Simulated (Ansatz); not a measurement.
We consider B20 (FeSi-type) CoSi, described by r²SCAN (PAW; Ansatz, a program for electronic structure).

Input file:

Ansatz 0.2 input:
```yaml
crystal:
  lattice:
    - [4.3830996202, 0.0, 0.0]
    - [0.0, 4.3830996202, 0.0]
    - [0.0, 0.0, 4.3830996202]
  atoms:
    - { symbol: Co, position: [0.8543291888, 0.6456708112, 0.3543291888] }
    - { symbol: Co, position: [0.3543291888, 0.8543291888, 0.6456708112] }
    - { symbol: Co, position: [0.1456708112, 0.1456708112, 0.1456708112] }
    - { symbol: Co, position: [0.6456708112, 0.3543291888, 0.8543291888] }
    - { symbol: Si, position: [0.156379848, 0.343620152, 0.656379848] }
    - { symbol: Si, position: [0.656379848, 0.156379848, 0.343620152] }
    - { symbol: Si, position: [0.843620152, 0.843620152, 0.843620152] }
    - { symbol: Si, position: [0.343620152, 0.656379848, 0.156379848] }
basis:
  ecutwfc: 560
  ecutrho_ratio: 4
  xc_grid: 3
kpoints:
  mp_grid: { grid: [12, 12, 12] }
hamiltonian:
  xc: r2scan
  dispersion: none
  pseudopotentials: { kind: paw }
scf:
  occupations: { method: fermi_dirac, width: 0.05 }
  convergence: { dr2_threshold: 0.0000000008 }
output:
  forces: true
  stress: true
  eigenvalues: true
```

Output (set-up and result lines):

```
Crystal: 8 atoms, lattice volume = 84.206 Å³
Basis set: ecut = 560 eV, 2517 PW (Γ), exchange–correlation on 108×108×108 points (27 copies of the dense FFT grid, shifted against one another)
Bands: 51, of which v1, the nominal top of the filled ones, is band 42 counted from 1 (41 counted from 0)
Symmetry: 12 space group operations
Space group: P213 (ITA 198), of the structure as read, at distance tolerance 4.4e-5 Å
k-points: 119 of 1728 (time reversal used)
Functional: x = r2scan, c = r2scan; τ floored in thin density (d = 2e-4 eV/Å³)
SCF iter   1: F=—  HF=-23086.113854 eV  |F-HF|=—  |Δ(HF+E_count)|=         —  Δρ=2.57e-2  dr2=4.17e-1  dr2_τ=2.26e-1
SCF iter   2: F=—  HF=-23086.351718 eV  |F-HF|=—  |Δ(HF+E_count)|=   2.38e-1  Δρ=1.31e-2  dr2=6.87e-2  dr2_τ=1.36e-3
  ...
SCF iter   9: F=—  HF=-23086.331585 eV  |F-HF|=—  |Δ(HF+E_count)|=   1.53e-8  Δρ=5.73e-6  dr2=1.72e-8  dr2_τ=3.39e-10
SCF iter  10: F=-23086.331585 eV  HF=-23086.331585 eV  |F-HF|=1.35e-10  |Δ(HF+E_count)|=  4.33e-10  Δρ=6.85e-7  dr2=2.59e-10  dr2_τ=1.02e-10
SCF 1 converged in 10 iterations: F = -23086.331585 eV  dr2 = 2.59e-10
SCF converged after 10 iterations
Free energy (F): -23086.331585 eV
Internal energy: -23086.320060 eV  (E = F + TS)
E sigma→0 (E₀):  -23086.325822 eV
Fermi energy:    17.286253 eV
--- Forces (eV/Å), atoms counted from 1 ---
  atom   1  Co    -0.00022461     0.00022461    -0.00022461
  atom   2  Co    -0.00022461    -0.00022461     0.00022461
  atom   3  Co     0.00022461     0.00022461     0.00022461
  atom   4  Co     0.00022461    -0.00022461    -0.00022461
  atom   5  Si     0.00132558    -0.00132558     0.00132558
  atom   6  Si     0.00132558     0.00132558    -0.00132558
  atom   7  Si    -0.00132558    -0.00132558    -0.00132558
  atom   8  Si    -0.00132558     0.00132558     0.00132558
--- Stress (GPa, compression-positive) ---
       -0.004661      -0.000000       0.000000
       -0.000000      -0.004661       0.000000
        0.000000       0.000000      -0.004661
  P = ⅓ Tr σ = -0.0047 GPa (-0.047 kbar)
```

The PAW data were made under PBE.

Cost on a shared machine: roughly 2.4 core-minutes.
